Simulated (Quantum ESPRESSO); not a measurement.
A self-consistent single point of GaFe3 (Pm-3m, 4 atoms in the cell) with Quantum ESPRESSO.

Computed with LDA (PZ), spin-orbit coupling, PseudoDojo fully relativistic norm-conserving (PBE) pseudopotentials (plane waves; Quantum ESPRESSO 7.5).

```yaml
crystal:
  lattice:
    - [3.63803, 0.00000, 0.00000]
    - [0.00000, 3.63803, 0.00000]
    - [0.00000, 0.00000, 3.63803]
  atoms:
    - { symbol: Ga, position: [0.00000, 0.00000, 0.00000] }
    - { symbol: Fe, position: [0.00000, 0.50000, 0.50000], spin: 4.0 }
    - { symbol: Fe, position: [0.50000, 0.00000, 0.50000], spin: 4.0 }
    - { symbol: Fe, position: [0.50000, 0.50000, 0.00000], spin: 4.0 }
```
(The spins are starting values, not results.)

Reference input (self-consistent single point, DFT, LDA (PZ), plane waves, GBRV 1.5 ultrasoft (LDA) pseudopotentials): ecutwfc = 50 Ry; ecutrho = 400 Ry; occupations = smearing; smearing = gauss; degauss = 0.019992 Ry; nspin = 2; potentials = {Ga: ga_lda_v1.4.uspp.F.UPF, Fe: fe_lda_v1.5.uspp.F.UPF}; K_POINTS = automatic 6 6 6 0 0 0; conv_thr = 1e-09 Ry; mixing_beta = 0.5. This run's input differs from it in these lines:

```diff
@@ -13,4 +13,3 @@
    ntyp = 2,
-   ecutwfc = 50,
-   ecutrho = 400,
+   ecutwfc = 90,
    occupations = 'smearing',
@@ -18,4 +17,7 @@
    degauss = 0.019992,
-   nspin = 2,
+   noncolin = .true.,
+   lspinorb = .true.,
    starting_magnetization(2) = 0.250,
+   angle1(2) = 0.00,
+   input_dft = 'pz',
 /
@@ -26,4 +28,4 @@
 ATOMIC_SPECIES
-Ga    69.7230  ga_lda_v1.4.uspp.F.UPF
-Fe    55.8450  fe_lda_v1.5.uspp.F.UPF
+Ga    69.7230  Ga.upf
+Fe    55.8450  Fe.upf
 CELL_PARAMETERS {angstrom}
```

Output (repeated stretches shortened):

```
     Self-consistent Calculation

     iteration #  1     ecut=    90.00 Ry     beta= 0.50

---- Real-time Memory Report at c_bands before calling an iterative solver
           525 MiB given to the printing process from OS
           492 MiB allocation reported by mallinfo(arena+hblkhd)
------------------

     Threshold (ethr) on eigenvalues was too large:
     Diagonalizing with lowered threshold

---- Real-time Memory Report at c_bands before calling an iterative solver
           563 MiB given to the printing process from OS
           498 MiB allocation reported by mallinfo(arena+hblkhd)
------------------

   [... lines left out ...]

 ==============================================================================

 ==============================================================================
     atom number    4 relative position :    0.5000   0.5000   0.0000
     charge :    14.644569  (integrated on a sphere of radius 0.292)
     magnetization :          0.000000   -0.000000    2.247559
     magnetization/charge:    0.000000   -0.000000    0.153474
     polar coord.: r, theta, phi [deg] :     2.247559    0.000000  360.000000

 ==============================================================================
     End of self-consistent calculation

   [... 7 lines left out ...]

   [... 7 lines left out ...]

   [... 7 lines left out ...]

   [... 7 lines left out ...]

     the Fermi energy is    17.3977 ev

!    total energy              =    -902.77690496 Ry
     estimated scf accuracy    <          3.0E-10 Ry
     smearing contrib. (-TS)   =      -0.00714498 Ry
     internal energy E=F+TS    =    -902.76975998 Ry

     total magnetization       =     0.00     0.00     6.67 Bohr mag/cell
     absolute magnetization    =     7.00 Bohr mag/cell

     convergence has been achieved in  13 iterations

     Forces acting on atoms (cartesian axes, Ry/au):

     atom    1 type  1   force =     0.00000000    0.00000000    0.00000000
   [... zero for the other atoms too ...]

     Total force =     0.000000     Total SCF correction =     0.000000

          total   stress  (Ry/bohr**3)                   (kbar)     P=     -149.03
  -0.00101290   0.00000000   0.00000000         -149.00        0.00        0.00
   0.00000000  -0.00101290   0.00000000            0.00     -149.00        0.00
   0.00000000   0.00000000  -0.00101346            0.00        0.00     -149.09

   JOB DONE.
```

The run converged in 13 iterations. Against the reference run the pressure goes from -13.11 to -14.90 GPa and the size of the net moment goes from 1.71 to 1.67 μB/atom.

The starting cell comes from a database of computed structures (which also holds hypothetical and non-ambient phases and stackings), without a prior relaxation at this level. With a pressure of about -15 GPa the cell is away from its equilibrium volume at this level.

Cost on one core of a shared machine: roughly 5 min.
